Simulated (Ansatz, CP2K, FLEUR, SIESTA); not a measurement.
**LaTl (P1, 2 atoms in the cell) computed with different codes at matched settings**

Self-consistent single point, at a second geometry (atoms moved at random). First geometry:

```xyz
2
Lattice="3.9724 0.0000 0.0000 0.0000 3.9724 0.0000 0.0000 0.0000 3.9724" Properties=species:S:1:pos:R:3 pbc="T T T"
La     0.0000     0.0000     0.0000
Tl     1.9862     1.9862     1.9862
```

Second geometry:
```
CELL_PARAMETERS angstrom
      3.97238     0.00000     0.00000
      0.00000     3.97238     0.00000
      0.00000     0.00000     3.97238
ATOMIC_POSITIONS crystal
  La 0.99937 0.99924 0.98946
  Tl 0.50063 0.50076 0.51054
```

Shared settings, as Ansatz (a quantum-chemistry and plane-wave program) writes them: kpoints.mp_grid.grid = 8 8 8; scf.occupations.method = gaussian; scf.occupations.width = 0.1 eV. Potentials and cutoffs stand in the table.

```
code                                                                                                                            model  ΔF from the first geometry (meV/atom)  pressure (GPa)  largest force (eV/Å)           cutoff
------  -----------------------------------------------------------------------------------------------------------------------------  -------------------------------------  --------------  --------------------  ---------------
CP2K                                                       PBEsol, GPW, DZVP-MOLOPT-SR-GTH basis, GTH-PBE potentials (GTH_POTENTIALS)                                    2.7           -1.12                 0.129      grid 500 Ry
Ansatz                                                                                                PBEsol, PAW files made with PBE                                    2.4           -1.99                 0.115          default
FLEUR                                                                 PBEsol, all-electron FLAPW (FLEUR), scalar-relativistic valence                                      –               –                 0.120  Kmax 3.8 1/bohr
SIESTA  GGA PBEsol, numerical atomic orbitals DZP, PseudoDojo PBEsol standard norm-conserving potentials (rewritten from UPF to PSML)                                    2.8           -1.60                 0.126      grid 350 Ry
```

A dash marks a value that a program does not give, or that is left out as unsure.

On Ansatz's run: spin-orbit coupling is off.

The spread over the programs that give each value: ΔF from the first geometry within 0.4 meV/atom; pressure within 0.87 GPa; largest force within 0.014 eV/Å.

CP2K and SIESTA use small atom-centred bases, whose incompleteness enters pressures, forces and empty levels differently from a plane-wave cutoff. FLEUR treats all electrons, but the usual bases taken here (sphere radii, linearisation, local orbitals, empty states) were not tested for convergence, so the values are no reference for the others. Ansatz's pressure is given at a fixed set of plane waves, as the other plane-wave codes print theirs.

The starting cell comes from a database of computed structures (which also holds hypothetical and non-ambient phases and stackings), without a prior relaxation at this level. For this run, on top of that: atoms moved at random.

Left out of this page: Elk (not drawn, or without a comparable value).

Keys are those of Ansatz 0.2.
